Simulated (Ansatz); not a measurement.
# La2O3: pressure series

The reference is La2O3 (space group P-3m1, No. 164; a = 3.940 Å, c = 6.188 Å).

Cell and atoms are relaxed at each pressure.

Level of theory: PBE in Ansatz (plane waves to 420 eV, PAW, no spin-orbit coupling), earlier PAW set.

Candidates:
(a) pressure 15 GPa
(b) pressure 9 GPa
(c) pressure 22.5 GPa
(d) pressure −2 GPa

Base values:

```
Property   Result
---------  ------
c/a ratio   1.570
```

Problem. Order them by c/a ratio, highest first.

Solution. (d) pressure −2 GPa (1.582), (b) pressure 9 GPa (1.517), (a) pressure 15 GPa (1.482), (c) pressure 22.5 GPa (1.442)

Load acts through the strain it causes; cell and atoms are relaxed under it. No phonon test of stability was made. Competing high-pressure phases were not computed.

Ansatz is a first-principles code.
